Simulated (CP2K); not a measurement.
A self-consistent single point of TiPd (P1, 2 atoms in the cell) with CP2K.

Method: LDA (Pade form), GPW, DZVP-MOLOPT-SR-GTH basis, GTH-PADE potentials (GTH_POTENTIALS) (CP2K).

```
TiPd
1.0
    2.81471     0.00000     0.00000
    0.00000     2.81471     0.00000
    0.00000     0.00000     3.86576
Ti Pd
1 1
Direct
  0.00536   0.99667   0.99248
  0.49464   0.50333   0.50752
```

Reference input (self-consistent single point, DFT LDA (Pade form), GPW, DZVP-MOLOPT-SR-GTH basis, GTH-PADE potentials (GTH_POTENTIALS)): CUTOFF = 600 Ry; REL_CUTOFF = 50 Ry; SMEAR/METHOD = FERMI_DIRAC; ELECTRONIC_TEMPERATURE = 1160.45 K; KPOINTS/SCHEME = MONKHORST-PACK 8 8 6; XC_FUNCTIONAL = PADE; Ti/BASIS_SET = DZVP-MOLOPT-SR-GTH; Ti/POTENTIAL = GTH-PADE-q12; Pd/BASIS_SET = DZVP-MOLOPT-SR-GTH; Pd/POTENTIAL = GTH-PADE-q18; METHOD = GPW; EPS_DEFAULT = 1e-11. This run's input differs from it in these lines:

```diff
@@ -34,4 +34,4 @@
       &SMEAR ON
-        METHOD FERMI_DIRAC
-        ELECTRONIC_TEMPERATURE [K] 1160.45
+        METHOD GAUSSIAN
+        SIGMA [eV] 0.3
       &END SMEAR
```

Output (repeated stretches shortened):

```
 SCF WAVEFUNCTION OPTIMIZATION

  Step     Update method      Time    Convergence         Total energy    Change
     1 NoMix/Diag. 0.20E+00      -     1.70050514      -185.7268211350 -1.86E+02
     2 Broy./Diag. 0.20E+00      -     0.95357800      -189.7217429696 -3.99E+00
     3 Broy./Diag. 0.20E+00      -     0.28875891      -185.3758348226  4.35E+00
     4 Broy./Diag. 0.20E+00      -     0.32144356      -185.5677062212 -1.92E-01
     5 Broy./Diag. 0.20E+00      -     0.21994903      -185.5578084601  9.90E-03
     6 Broy./Diag. 0.20E+00      -     0.01244787      -184.9215193336  6.36E-01
   [... 7 lines left out ...]
    14 Broy./Diag. 0.20E+00      -     0.00001522      -185.1375998851 -1.63E-04
    15 Broy./Diag. 0.20E+00      -     0.00000239      -185.1376347867 -3.49E-05
    16 Broy./Diag. 0.20E+00      -     0.00000222      -185.1376265320  8.25E-06
    17 Broy./Diag. 0.20E+00      -     0.00000005      -185.1376203336  6.20E-06
  *** SCF run converged in    17 steps ***

  Overlap energy of the core charge distribution:               0.00000000000000
  Self energy of the core charge distribution:               -329.82276809710942
  Core Hamiltonian energy:                                     80.18467100714612
  Hartree energy:                                              84.13471000590447
  Exchange-correlation energy:                                -19.63080759604922
  Smearing free energy correction:                             -0.00342565332049
  Fermi energy:                                                 0.49925535506981

  Total energy:                                              -185.13762033355636
  Total energy (extrapolated to sigma->0):                   -185.13590750689610

                     Mulliken Population Analysis

   [... lines left out ...]

 STRESS| Analytical stress tensor [bar]
 STRESS|                        x                   y                   z
 STRESS|      x       -1.05583857416E+05   2.57486385547E+01  -1.11392543092E+03
 STRESS|      y        2.57486385547E+01  -1.05466381660E+05   6.92157116873E+02
 STRESS|      z       -1.11392543092E+03   6.92157116873E+02  -1.33387956016E+05
 STRESS| 1/3 Trace                                            -1.14812731698E+05
```

The run converged in 17 iterations. Against the reference run the free energy drops by 5.6 meV/atom, the pressure goes from -11.59 to -11.48 GPa and the largest force stays at 0.283 eV/Å.

The starting cell comes from a database of computed structures (which also holds hypothetical and non-ambient phases and stackings), without a prior relaxation at this level. Its atoms were displaced at random from the sites of space group no. 123. Spin polarisation is off. Values carry the incompleteness of an atom-centred basis. With a pressure of about -11 GPa the cell is away from its equilibrium volume at this level.

Cost on one core of a shared machine: roughly 90 s.
